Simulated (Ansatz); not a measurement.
We consider stishovite (SiO2), described by HSE06 (plane waves, PAW; Ansatz, a program for electronic structure).

Settings: plane-wave cutoff 460 eV, 6×6×8 k mesh (along the axes of the cell as run), Fermi–Dirac smearing 0.01 eV, scalar-relativistic PAW data made under PBE.

The cell has the measured lattice parameters. Conventional cell: a = 4.1790 Å, b = 4.1790 Å, c = 2.6649 Å, α = 90.00°, β = 90.00°, γ = 90.00°.

```xyz
6
Lattice="4.1790 0.0000 0.0000 0.0000 4.1790 0.0000 0.0000 0.0000 2.6649" Properties=species:S:1:pos:R:3 pbc="T T T"
Si     0.0000     0.0000     0.0000
Si     2.0895     2.0895     1.3324
O      1.2773     1.2773     0.0000
O      3.3668     0.8122     1.3324
O      0.8122     3.3668     1.3324
O      2.9017     2.9017     0.0000
```

### Question
List the 20 lowest band energies at Γ above −25 eV (eV, relative to the valence band maximum), grouping those that round alike.

### Answer
At Γ: -24.21, -20.42 (×2), -20.11, -11.43, -6.70 (×2), -6.65, -5.50, -5.14, -3.08 (×2), -2.39, -0.83 (×2), 0.00, 7.73, 8.76, 10.64 (×2).

Note: the run warned that its exchange threshold was loose for the stress; cell and atoms aren't relaxed at this level (largest force component 0.08 eV/Å, pressure -0.6 GPa).
